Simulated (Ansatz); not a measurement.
# Bi2SiO5: pressure series

The parent structure is Bi2SiO5 (space group Cmc2_1, No. 36; a cell from a computed database, its experimental status unchecked).

```xyz
16
Lattice="7.5845 -2.7404 0.0000 7.5845 2.7404 0.0000 0.0000 0.0000 5.3272" Properties=species:S:1:pos:R:3 pbc="T T T"
Si     7.5845    -0.9801     4.2640
Si     7.5845     0.9801     1.6004
Bi     5.0761    -1.5295     1.3041
Bi    10.0928     1.5295     3.9677
Bi    10.0928    -1.5295     1.3041
Bi     5.0761     1.5295     3.9677
O      3.7995    -0.0501     0.0807
O     11.3694     0.0501     2.7443
O     11.3694    -0.0501     0.0807
O      3.7995     0.0501     2.7443
O      6.1903    -1.7873     4.3927
O      8.9787     1.7873     1.7291
O      8.9787    -1.7873     4.3927
O      6.1903     1.7873     1.7291
O      7.5845     0.1674     0.1518
O      7.5845    -0.1674     2.8154
```

Cell and atoms are relaxed at each pressure.

Calculations: PBEsol (Ansatz, a program for electronic structure), no SOC.

Two rows of this table had their results exchanged by mistake.

| pressure | volume per atom (Å³) | shortest distance (Å) | band gap |
|---|---|---|---|
| pressure −2 GPa | 14.28 | 1.622 | 2.70 eV |
| pressure −1 GPa | 13.59 | 1.612 | 2.69 eV |
| pressure 0.3 GPa | 13.79 | 1.615 | 2.70 eV |
| pressure 0.7 GPa | 13.72 | 1.614 | 2.70 eV |
| pressure 1.5 GPa | 14.04 | 1.619 | 2.72 eV |
| pressure 3 GPa | 13.37 | 1.609 | 2.69 eV |
| pressure 5 GPa | 13.13 | 1.605 | 2.68 eV |
| pressure 10 GPa | 12.65 | 1.596 | 2.67 eV |

**Question.** Which two?

**Answer.** The rows for pressure −1 GPa and pressure 1.5 GPa: the volume has to fall steadily with pressure, so 14.04 Å³ belongs to pressure −1 GPa and 13.59 Å³ to pressure 1.5 GPa.

With Bi present, leaving out spin-orbit coupling can change the band edges. Load acts through the strain it causes; cell and atoms are relaxed under it. Stability against distortions was not tested. Competing high-pressure phases were not computed.
